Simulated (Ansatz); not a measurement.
An Ansatz (a quantum-chemistry and plane-wave program) run: MoP with a change (Sb on a P site); PBEsol in Ansatz (plane waves to 420 eV, PAW, no SOC).

Input:

Ansatz 0.2 input:
```yaml
crystal:
  lattice:
    - [6.4125453446, 0.0000000001, -3.1737967248]
    - [-3.2062726724, 5.5534271713, 0]
    - [1.6031363362, -2.7767135857, 6.3475934496]
  atoms:
    - { symbol: Mo, position: [0.0072932146, 0.0018793947, -0.0014335205] }
    - { symbol: Mo, position: [-0.0051913291, 0.2417256892, 0.495736953] }
    - { symbol: Mo, position: [-0.0080934618, 0.4918649247, -0.0026557195] }
    - { symbol: Mo, position: [1.0066446264, 0.7560417395, 0.5056290707] }
    - { symbol: Mo, position: [0.5011381595, 0.1291682767, 0.2538551949] }
    - { symbol: Mo, position: [0.4973000594, 0.3702067034, 0.7476628923] }
    - { symbol: Mo, position: [0.4970520353, 0.6161157494, 0.2435122235] }
    - { symbol: Mo, position: [0.5045120358, 0.8764176072, 0.7529500643] }
    - { symbol: Sb, position: [0.3299062567, 0.3697021897, 0.4150674781] }
    - { symbol: P, position: [0.3303325484, 0.6290245003, 0.9233367496] }
    - { symbol: P, position: [0.3340809886, 0.8706794572, 0.4152735468] }
    - { symbol: P, position: [0.3262705448, 0.1205000955, 0.9127010072] }
    - { symbol: P, position: [0.8330542593, 0.5006360296, 0.6670440617] }
    - { symbol: P, position: [0.840100774, 0.753811737, 0.1700704825] }
    - { symbol: P, position: [0.8333837198, -0.0014840673, 0.66905181] }
    - { symbol: P, position: [0.8343886639, 0.2526714447, 0.1691204449] }
basis: { ecutwfc: 420, ecutrho_ratio: 4, xc_grid: 2, fft_grid_basis: typed }
kpoints: { mp_grid: { grid: [8, 8, 8] } }
hamiltonian:
  xc: pbesol
  dispersion: none
  pseudopotentials: { kind: paw }
scf: { occupations: { method: fermi_dirac, width: 0.05 }, convergence: { dr2_threshold: 0.0000000016 } }
relax: { f_tol: 0.02, max_steps: 45 }
output: { forces: true, stress: true }
checkpoint: { write: state.ck, write_every: 1000 }
```

Output (explanatory and most iteration lines left out):

```
Relaxation: its limit of steps is 45 (relax.max_steps)
Pseudopotential: Mo, paw, valence charge 14
Pseudopotential: Sb, paw, valence charge 15
Pseudopotential: P, paw, valence charge 5
Crystal: 16 atoms, lattice volume = 226.048 Å³
Basis set: ecut = 420 eV, 4411 PW (Γ), exchange–correlation on 96×90×96 points (8 copies of the dense FFT grid, shifted against one another)
Bands: 98, of which v1, the nominal top of the filled ones, is band 81 counted from 1 (80 counted from 0)
Symmetry: 1 space group operations
Space group: P1 (ITA 1), of the structure as read, at distance tolerance 6.1e-5 Å
k-points: 260 of 512 (time reversal used)
Functional: x = pbesol(κ = 0.804, μ = 0.12345679012345678), c = pbesol(β = 0.046)
SCF iter   1: F=—  HF=-50775.688547 eV  |F-HF|=—  |Δ(HF+E_count)|=         —  Δρ=8.05e-3  dr2=1.05e-1  ethr=1.77e-3  ⟨swp⟩=6.9  Hψ=88479  notcnv=0  defer=295
SCF iter   2: F=—  HF=-50775.682829 eV  |F-HF|=—  |Δ(HF+E_count)|=   5.72e-3  Δρ=4.62e-3  dr2=2.71e-2  ethr=6.50e-5  ⟨swp⟩=1.7  Hψ=28589  notcnv=0  defer=646
SCF 1 converged in 11 iterations: F = -50775.680025 eV  dr2 = 6.04e-10
relax step   1: F+E_penalty+E_count = -50775.68002458 eV  Δ(F+E_penalty+E_count) = +0.000e0 eV  max|allowed force component| = 3.402e0 eV/Å  Δτ_max = 0.0000 Å  (11 SCF iters, accepted)
Crystal: 16 atoms, lattice volume = 226.048 Å³
SCF iter   1: F=—  HF=-50777.384205 eV  |F-HF|=—  |Δ(HF+E_count)|=         —  Δρ=2.01e-2  dr2=1.23e0  ethr=7.52e-4  ⟨swp⟩=1.3  Hψ=102671  notcnv=0  defer=1080
SCF iter   2: F=—  HF=-50777.204127 eV  |F-HF|=—  |Δ(HF+E_count)|=   1.80e-1  Δρ=1.18e-2  dr2=4.59e-1  ethr=7.52e-4  ⟨swp⟩=2.0  Hψ=27013  notcnv=0  defer=1080
SCF 2 converged in 13 iterations: F = -50777.088535 eV  dr2 = 4.79e-10
relax step   2: F+E_penalty+E_count = -50777.08853461 eV  Δ(F+E_penalty+E_count) = -1.409e0 eV  max|allowed force component| = 1.273e0 eV/Å  Δτ_max = 0.1949 Å  (13 SCF iters, accepted)
Crystal: 16 atoms, lattice volume = 226.048 Å³
SCF iter   1: F=—  HF=-50777.282126 eV  |F-HF|=—  |Δ(HF+E_count)|=         —  Δρ=5.08e-3  dr2=7.40e-2  ethr=4.74e-4  ⟨swp⟩=6.6  Hψ=59060  notcnv=0  defer=1057
SCF iter   2: F=—  HF=-50777.270915 eV  |F-HF|=—  |Δ(HF+E_count)|=   1.12e-2  Δρ=2.95e-3  dr2=2.82e-2  ethr=4.57e-5  ⟨swp⟩=1.0  Hψ=27567  notcnv=0  defer=1075
SCF 3 converged in 11 iterations: F = -50777.263744 eV  dr2 = 2.59e-10
relax step   3: F+E_penalty+E_count = -50777.26374442 eV  Δ(F+E_penalty+E_count) = -1.752e-1 eV  max|allowed force component| = 2.342e-1 eV/Å  Δτ_max = 0.0480 Å  (11 SCF iters, accepted)
Crystal: 16 atoms, lattice volume = 226.048 Å³
SCF iter   1: F=—  HF=-50777.272314 eV  |F-HF|=—  |Δ(HF+E_count)|=         —  Δρ=1.20e-3  dr2=4.24e-3  ethr=4.14e-5  ⟨swp⟩=5.4  Hψ=51883  notcnv=0  defer=1097
SCF iter   2: F=—  HF=-50777.271588 eV  |F-HF|=—  |Δ(HF+E_count)|=   7.26e-4  Δρ=6.97e-4  dr2=1.44e-3  ethr=2.62e-6  ⟨swp⟩=1.1  Hψ=27574  notcnv=0  defer=1097
SCF 4 converged in 10 iterations: F = -50777.270892 eV  dr2 = 2.02e-10
relax step   4: F+E_penalty+E_count = -50777.27089187 eV  Δ(F+E_penalty+E_count) = -7.147e-3 eV  max|allowed force component| = 2.810e-2 eV/Å  Δτ_max = 0.0194 Å  (10 SCF iters, accepted)
Crystal: 16 atoms, lattice volume = 226.048 Å³
SCF iter   1: F=—  HF=-50777.271351 eV  |F-HF|=—  |Δ(HF+E_count)|=         —  Δρ=1.85e-4  dr2=1.20e-4  ethr=4.66e-7  ⟨swp⟩=4.1  Hψ=45630  notcnv=0  defer=1097
SCF iter   2: F=—  HF=-50777.271339 eV  |F-HF|=—  |Δ(HF+E_count)|=   1.20e-5  Δρ=1.03e-4  dr2=2.80e-5  ethr=7.43e-8  ⟨swp⟩=1.9  Hψ=27884  notcnv=0  defer=1097
SCF 5 converged in 7 iterations: F = -50777.271044 eV  dr2 = 1.10e-9
relax step   5: F+E_penalty+E_count = -50777.27104353 eV  Δ(F+E_penalty+E_count) = -1.517e-4 eV  max|allowed force component| = 3.303e-3 eV/Å  Δτ_max = 0.0020 Å  (7 SCF iters, accepted)
[...]
  atom   5  Mo    -0.00120299     0.00007389    -0.00013473
  atom   6  Mo    -0.00059098     0.00017869    -0.00063398
  atom   7  Mo    -0.00083134    -0.00089360    -0.00031555
  atom   8  Mo    -0.00049993    -0.00002266    -0.00027887
  atom   9  Sb    -0.00025358    -0.00041078    -0.00075505
  atom  10  P      0.00088066     0.00023482    -0.00288960
  atom  11  P      0.00067374     0.00061379     0.00020779
  atom  12  P     -0.00050515    -0.00028427     0.00052909
  atom  13  P      0.00103837    -0.00089304    -0.00014598
  atom  14  P     -0.00107898     0.00288705     0.00069530
  atom  15  P      0.00007879     0.00104691    -0.00034153
  atom  16  P      0.00220284    -0.00248538     0.00076027
--- Stress (GPa, compression-positive) ---
        9.829881      -0.383987      -0.156246
       -0.383987      10.273271      -0.090074
       -0.156246      -0.090074      12.818831
  P = ⅓ Tr σ = 10.9740 GPa (109.740 kbar)
--- Relaxed structure (5 steps of the walk, 5 accepted, 0 SCFs on fresh bases) ---
  atoms:
    - { symbol: Mo, position: [-0.023640550585741316, -0.02256246954635608, -0.018921168084318696] }
    - { symbol: Mo, position: [-0.017974917706752785, 0.23877460761365726, 0.4980891771993478] }
    - { symbol: Mo, position: [0.003979555450489918, 0.5011082122566395, 0.0008058199830490768] }
    - { symbol: Mo, position: [1.0005745526542071, 0.7506553271239834, 0.5033044772318789] }
    - { symbol: Mo, position: [0.5089725058569005, 0.10806624126020206, 0.24444172213279644] }
    - { symbol: Mo, position: [0.5087749810481785, 0.36650252858965926, 0.7648676178888605] }
    - { symbol: Mo, position: [0.5089749424486795, 0.6427688700820495, 0.2444434016726385] }
    - { symbol: Mo, position: [0.5087735909481029, 0.9045544447534912, 0.7648650842935789] }
    - { symbol: Sb, position: [0.3376578350462159, 0.37660247671437547, 0.4181277238314569] }
    - { symbol: P, position: [0.3305840364016667, 0.6151523704171079, 0.9022977641202351] }
    - { symbol: P, position: [0.33253959022558716, 0.8735901836997944, 0.4172267651226641] }
    - { symbol: P, position: [0.32731718381560976, 0.12640233976029802, 0.9280678069147601] }
    - { symbol: P, position: [0.8285320197195694, 0.4928127783522441, 0.6646596669094891] }
    - { symbol: P, position: [0.8392902866493007, 0.7496894445696484, 0.16999434541948993] }
    - { symbol: P, position: [0.8285311459581173, -0.002183683299349287, 0.6646601038202335] }
    - { symbol: P, position: [0.8392863376698688, 0.257027799152554, 0.16999243104383946] }
```

In so small a cell the defect repeats every few ångströms: this is an ordered compound, not a dilute defect. All final runs are without spin polarisation. The cell was made from MoP (space group P-6m2, No. 187) by this change: Sb on a P site. The defect cell is not spin-polarised.
